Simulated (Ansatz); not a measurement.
## SrO: response to strain

Base system: SrO in the rock salt structure (space group Fm-3m, No. 225; a = 5.122 Å). Axes: x, y, z lie along the cube axes.

Strains are applied to the cell and any free atomic positions relax.

All numbers come from plane-wave PAW DFT at the PBEsol level (Ansatz, an electronic-structure program, 420 eV), no spin-orbit coupling.

```csv
uniaxial strain ε_zz (%),band gap (eV)
-3,3.01
-2.5,3.04
-2,3.07
-1.5,?
-1,3.14
-0.5,3.17
0,3.20
```

Problem. Fit E_g = E₀ + Dε (ε in %) to the rows shown and predict the withheld row.

Solution. Least squares on the printed values gives E₀ = 3.20 eV, D = 64.3 meV per % of strain (largest residual 0.00 eV); this predicts 3.11 eV, and the run gives 3.11 eV, in agreement.

Stability against distortions was not tested.
